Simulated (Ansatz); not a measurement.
Ansatz (a program for electronic structure) run on Sr₂H₃NO₆ (P-62m, 12 atoms in the cell): self-consistent single point.

Level of theory: PBEsol, default PAW files made with PBE (plane waves; Ansatz).

The change in words: lattice scaled by 0.985. Reference geometry:
```xyz
12
Lattice="6.6057 0.0000 0.0000 -3.3028 5.7207 0.0000 0.0000 0.0000 3.5596" Properties=species:S:1:pos:R:3 pbc="T T T"
Sr     3.3028     1.9069     0.0000
Sr     0.0000     3.8138     0.0000
O     -0.6275     1.0869     0.0000
O      1.2551     0.0000     0.0000
O      2.6753     4.6338     0.0000
N      0.0000     0.0000     0.0000
O      1.4968     2.5926     1.7798
O     -1.8060     3.1281     1.7798
O      3.6120     0.0000     1.7798
H      1.0870     1.8827     1.7798
H     -2.2159     3.8380     1.7798
H      4.4318     0.0000     1.7798
```

Reference input (self-consistent single point, DFT, PBEsol, plane waves, default PAW files made with PBE): basis.ecutwfc = 420 eV; kpoints.mp_grid.grid = 6 6 9; hamiltonian.xc = pbesol; hamiltonian.pseudopotentials = {kind: paw} (the program's default PAW files); scf.occupations.method = gaussian; scf.occupations.width = 0.1 eV. This run's input differs from it in these lines:

```diff
@@ -3,5 +3,5 @@
   lattice:
-    - [6.605681, 0.000000, 0.000000]
-    - [-3.302841, 5.720688, 0.000000]
-    - [0.000000, 0.000000, 3.559568]
+    - [6.506596, 0.000000, 0.000000]
+    - [-3.253298, 5.634878, 0.000000]
+    - [0.000000, 0.000000, 3.506174]
   atoms:
```

Output, abridged:

```
SCF iter   1: F=—  HF=-10776.404596 eV  |F-HF|=—  |Δ(HF+E_count)|=         —  Δρ=9.87e-3  dr2=9.74e-2  ethr=1.77e-3  ⟨swp⟩=8.3  Hψ=8292  notcnv=0  defer=101
all-band conjugate gradients solve this SCF's bands
preconditioner: auto → Resta (q_TF=auto, 2.429 Å⁻¹)
SCF iter   2: F=—  HF=-10776.373328 eV  |F-HF|=—  |Δ(HF+E_count)|=   3.13e-2  Δρ=2.78e-3  dr2=7.49e-3  ethr=1.52e-4  ⟨swp⟩=2.5  Hψ=2995  notcnv=0  defer=176
   [... lines left out ...]
SCF iter   5: F=—  HF=-10776.371823 eV  |F-HF|=—  |Δ(HF+E_count)|=   2.12e-5  Δρ=8.85e-5  dr2=1.10e-5  ethr=2.28e-7  ⟨swp⟩=2.6  Hψ=2554  notcnv=0  defer=176
SCF iter   6: F=—  HF=-10776.371633 eV  |F-HF|=—  |Δ(HF+E_count)|=   1.90e-4  Δρ=6.44e-5  dr2=3.96e-6  ethr=1.72e-8  ⟨swp⟩=2.1  Hψ=2394  notcnv=0  defer=178
SCF iter   7: F=—  HF=-10776.371632 eV  |F-HF|=—  |Δ(HF+E_count)|=   8.84e-7  Δρ=1.56e-5  dr2=2.47e-7  ethr=6.18e-9  ⟨swp⟩=2.0  Hψ=2387  notcnv=0  defer=178
SCF iter   8: F=-10776.371633 eV  HF=-10776.371633 eV  |F-HF|=5.69e-10  |Δ(HF+E_count)|=   1.41e-7  Δρ=4.86e-6  dr2=2.44e-8  ethr=1.56e-10  ⟨swp⟩=14.7  Hψ=8799  notcnv=0
SCF 1 converged in 8 iterations: F = -10776.371633 eV  dr2 = 2.44e-8
Free energy (F): -10776.371633 eV
Internal energy: -10776.371633 eV  (E = F + TS)
E sigma→0 (E₀):  -10776.371633 eV
Fermi energy:    6.290580 eV
--- Forces (eV/Å), atoms counted from 1 ---
  atom   1  Sr     0.00000000     0.00000000     0.00000000
  atom   2  Sr     0.00000000    -0.00000000     0.00000000
  atom   3  O     -0.64299214     1.11369506     0.00000000
  atom   4  O      1.28598429     0.00000000     0.00000000
  atom   5  O     -0.64299214    -1.11369506     0.00000000
  atom   6  N     -0.00000000     0.00000000     0.00000000
  atom   7  O      7.18170251    12.43907364     0.00000000
  atom   8  O      7.18170251   -12.43907364     0.00000000
  atom   9  O    -14.36340502     0.00000000     0.00000000
   [... lines left out ...]
  atom  12  H     14.53603276     0.00000000     0.00000000
--- Stress (GPa, compression-positive) ---
       25.642005       0.000000       0.000000
        0.000000      25.642005       0.000000
        0.000000       0.000000       1.328311
  P = ⅓ Tr σ = 17.5374 GPa (175.374 kbar)
  The stress holds the Pulay correction. Without it, at fixed plane waves, as pw.x and ABINIT print it: P = 16.7492 GPa
```

The run converged in 8 iterations. Against the reference run the free energy goes up by 44.0 meV/atom, the pressure goes from 11.07 to 17.54 GPa, the largest force goes from 12.855 to 14.54 eV/Å and the gap on the mesh goes from 3.201 to 3.341 eV.

The starting cell comes from a database of published, mostly measured structures (it also holds non-ambient and calculated ones), without a prior relaxation at this level. Its lattice was rescaled by a random factor within 2.5 % of one. For this run, on top of that: lattice scaled by 0.985. Forces in this geometry exceed 1 eV/Å. Ansatz's pressure includes its estimate of the finite-basis (Pulay) stress. Without the estimate this run gives 16.75 GPa.

Keys are those of Ansatz 0.2.
